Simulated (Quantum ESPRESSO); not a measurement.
**Convergence series on SnS2O4 (P2_1/c, 28 atoms in the cell)**

```xyz
28
Lattice="7.4797 0.0000 0.0000 0.0000 7.8051 0.0000 -5.6681 0.0000 9.8025" Properties=species:S:1:pos:R:3 pbc="T T T"
Sn     2.0935     5.7902     4.0787
Sn    -0.2819     2.0149     5.7238
Sn     2.5522     1.8877     0.8225
Sn    -0.7406     5.9174     8.9800
S     -0.7181     4.0373     2.8160
S      2.5298     3.7678     6.9866
S      5.3638     0.1348     2.0853
S     -3.5522     7.6703     7.7173
S     -1.3501     5.3124     4.8111
S      3.1618     2.4927     4.9915
S      5.9958     1.4098     0.0902
S     -4.1842     6.3953     9.7124
O     -0.5987     2.6714     3.5227
O      2.4103     5.1337     6.2798
O      5.2444     6.5739     1.3785
O     -3.4327     1.2312     8.4240
O     -1.3154     4.1186     5.7834
O      3.1270     3.6865     4.0191
O      0.2930     0.2160     8.9204
O      1.5187     7.5891     0.8821
O      0.6675     4.6916     2.6463
O      1.1441     3.1135     7.1563
O      3.9782     0.7891     2.2550
O     -2.1665     7.0160     7.5476
O     -2.8842     5.5702     9.7924
O      4.6958     2.2349     0.0102
O      1.8617     1.6676     4.9115
O     -0.0501     6.1375     4.8911
```

Method: LDA (PZ), GBRV 1.5 ultrasoft (LDA) pseudopotentials (plane waves; Quantum ESPRESSO).

The starting cell comes from a database of computed structures (which also holds hypothetical and non-ambient phases and stackings), without a prior relaxation at this level. Its lattice was rescaled by a random factor within 2.5 % of one. In the base run, with a pressure of about -5 GPa the cell is away from its equilibrium volume at this level.

Held fixed: ecutwfc = 40 Ry; ecutrho = 200 Ry; occupations = smearing; smearing = gauss; degauss = 0.000734986 Ry; potentials = {Sn: sn_lda_v1.4.uspp.F.UPF, S: s_lda_v1.4.uspp.F.UPF, O: o_lda_v1.2.uspp.F.UPF}; conv_thr = 1e-10 Ry.

ΔF is the free energy per atom less that of the last row (automatic 2 2 2 0 0 0).

The series runs over K_POINTS = automatic 1 1 1 0 0 0; automatic 2 1 1 0 0 0; automatic 2 2 1 0 0 0; automatic 2 2 2 0 0 0.

From which setting on does the largest force stay within 0.02 eV/Å of the last one?

From K_POINTS = automatic 2 1 1 0 0 0 on; the one before it is off by 0.026 eV/Å. The value it settles on is 0.997 eV/Å at this level of theory and with the other settings as held.

From which setting on does the energy stay within 2 meV/atom of the last one?

From K_POINTS = automatic 2 1 1 0 0 0 on; the one before it is off by 20 meV/atom.

```csv
K_POINTS,ΔF (meV/atom),pressure (GPa),largest force (eV/Å),gap on the mesh (eV),k-points,plane waves
automatic 1 1 1 0 0 0,20.2,-5.07,1.023,2.695,1,16489
automatic 2 1 1 0 0 0,-1.49,-5.43,1.009,2.697,2,16522
automatic 2 2 1 0 0 0,0.53,-5.40,0.997,2.650,4,16564
automatic 2 2 2 0 0 0,0.00,-5.41,0.997,2.650,8,16564
```

The gap is read on the k-point mesh of the run and can differ from the gap over the whole zone at this level.
